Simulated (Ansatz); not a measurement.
Structures of equal composition on the (210) surface of germanium: no caps; rebonded: 1 pair of surface atoms bonded, no caps. The slabs share one bottom face, and each structure is named by its start. These are constructed structures in small cells; real faces may alloy, dewet or reconstruct in larger ones, and not all known structures of the face are among them. Slabs of about 13 Å with all that they carry, Fermi-Dirac smearing of 0.025 eV. Bottom of the slabs: built like the top, H on every dangling bond, free. Relaxed from the named starts with such symmetry as they have, on meshes of like density; energies extrapolated to zero smearing; no spin-orbit coupling, no U. Spin-polarised runs, if any, are marked in brackets, and their order is one that fits the cell; the others ran without spin. Where a second, spin-polarised start was run, the lower counts.

Method: PBE (plane waves to 420 eV, PAW; Ansatz, a first-principles code).

Order them by energy per 1x1 cell (lowest first) at the level PBE.

no caps (0.000 eV [spin start, no net moment], gap 0.24 eV on the mesh), rebonded: 1 pair of surface atoms bonded, no caps (0.166 eV (like top atoms buckled by 0.5 Å), gap 0.26 eV on the mesh)
